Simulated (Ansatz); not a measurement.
Element substitutions in SrZrO3

Base system: SrZrO3 (space group I4/mcm, No. 140; a = 5.736 Å, c = 8.324 Å; a cell from a computed database, its experimental status unchecked).

Each row replaces one element on all its sites; cell and atoms are relaxed.

The values are results of plane-wave PAW DFT at the PBEsol level (Ansatz, a program for electronic structure, 420 eV), spin-orbit coupling left out, not measurements.

```
change   band gap  shortest interatomic distance     density       space group
-------  --------  -----------------------------  ----------  ----------------
base      3.71 eV                     3.932 bohr  5.50 g/cm³  I4/mcm (No. 140)
Sr → Be   0.84 eV                     3.647 bohr  4.15 g/cm³  I4/mcm (No. 140)
Zr → Mo      zero                     3.733 bohr  6.24 g/cm³  I4/mcm (No. 140)
Zr → Be      zero                     3.470 bohr  4.85 g/cm³   Pm-3m (No. 221)
```

Other magnetic orders, which the real material may have, were not ruled out. Whether these cells are dynamically stable was not tested. As relaxed here, ZrBeO3 is a hypothetical phase, not in the database extracts checked. For SrMoO3 and SrBeO3 in this form, whether it has been made was not checked. No Hubbard U is applied, and correlation can decide whether such a compound is a metal. Spin-polarised in the final run: SrBeO3; the other runs are not.
